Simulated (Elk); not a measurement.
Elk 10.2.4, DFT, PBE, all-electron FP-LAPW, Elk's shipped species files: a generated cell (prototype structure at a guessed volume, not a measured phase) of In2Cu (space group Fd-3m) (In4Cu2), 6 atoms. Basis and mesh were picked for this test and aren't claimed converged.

```
Quantity                                                 Value
-----------------------------  -------------------------------
cell                           6.12, 6.12, 6.12 Å; 60, 60, 60°
task                                              ground state
xctype                                                      20
swidth                                           0.004 Hartree
k mesh (ngridk)                                          6×6×6
maxscl                                                     100
rgkmax                                             7 (default)
empty states an atom (nempty)                      4 (default)
epspot (Hartree)                               1e-06 (default)
epsengy (Hartree)                             0.0001 (default)
k-points after symmetry                                     16
largest matrix size                                        499
valence states                                              79
```

Settings of this run: mixtype = 0, beta0 = 0.3, tefvit = false; 4 threads, 1 BLAS thread.

| loop | total energy (Hartree) | RMS change in potential |
|---|---|---|
| 1 | -26827.2597481 | - |
| 2 | -26878.8973226 | 0.4996484436 |
| 3 | -26819.5527873 | 0.5749668077 |
| 4 | -26884.1166878 | 0.6372246404 |
| 5 | -26811.8687511 | 0.6730489549 |
| 6 | -26891.4886454 | 0.6982656820 |
| 7 | -26810.5947608 | 0.6838917005 |
| 8 | -26882.9202963 | 0.6904761962 |
| 9 | -26809.1914493 | 0.6735879055 |
| 10 | -26881.4715445 | 0.6741984558 |
| 11 | -26809.0419301 | 0.6665698810 |
| 12 | -26880.6966381 | 0.6664159735 |
| 13 | -26808.8753223 | 0.6642792600 |
| 14 | -26886.3457891 | 0.6639696434 |
| … | … | … |
| 51 | -26808.5621352 | 0.6649794588 |
| 52 | -26880.2250531 | 0.6649791225 |
| 53 | -26808.5621073 | 0.6649792079 |
| 54 | -26880.2250310 | 0.6649791318 |
| 55 | -26808.5620902 | 0.6649792820 |
| 56 | -26880.2250310 | 0.6649792860 |
| 57 | -26808.5620810 | 0.6649793670 |
| 58 | -26880.2250357 | 0.6649793806 |
| … | … | … |
| 93 | -26808.5620761 | 0.6649794148 |
| 94 | -26880.2250345 | 0.6649794144 |
| 95 | -26808.5620762 | 0.6649794146 |
| 96 | -26880.2250345 | 0.6649794141 |
| 97 | -26808.5620760 | 0.6649794147 |
| 98 | -26880.2250345 | 0.6649794147 |
| 99 | -26802.6414269 | 0.6645741536 |
| 100 | -26880.4177669 | - |

The run ended without self-consistency in 100 loops.

Question: What should be changed so that self-consistency is reached?

Answer: This is not unique; one that fits is mixtype = 1, beta0 = 0.1 (28 self-consistent loops) or mixtype = 1, beta0 = 0.05 (default) (31 self-consistent loops), all else kept. The other changes of this size gave: mixtype = 1, beta0 = 0.01 (49). With more settings changed, the fewest of all runs of this system: mixtype = 3 (default), beta0 = not set, mixsdb = 2, broydpm = [0.4, 0.15] (default) (16). Counts are of single runs.
